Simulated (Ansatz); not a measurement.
BeS (model structure, started from the NiAs type, P6₃/mmc, No. 194, 4 atoms in the cell) was calculated with G0W0@PBEsol (Ansatz, a quantum-chemistry and plane-wave program, plane waves, hard PAW, contour deformation).

The same calculation (at the PBEsol cell, 12.064 Å³/atom) with different numerical settings; throughout: k mesh 3×3×2:

| run | response cutoff (eV) | empty bands | quasiparticle gap on the mesh (eV) | quasiparticle gap at Γ (eV) | rough time |
|---|---|---|---|---|---|
| 1 | 100 | 201 | 1.904 | 4.194 | 10 core-s |
| 2 | 150 | 370 | 2.006 | 4.266 | 30 core-s |
| 3 | 200 | 569 | 2.059 | 4.300 | 90 core-s |
| 4 | 250 | 796 | 2.090 | 4.320 | 4 core-min |
| 5 | 300 | 1046 | 2.109 | 4.331 | 10 core-min |
| 6 | 400 | 1610 | 2.134 | 4.345 | 20 core-min |

In the column quasiparticle gap on the mesh (eV) the first row differs from the last by -0.230 and the next to last by -0.025.

The last row is no converged limit: other settings stay fixed.

A model structure was made by putting elements into a prototype or built by hand; it is no filed structure, need not be a known phase, and can be a saddle point held by its symmetry.
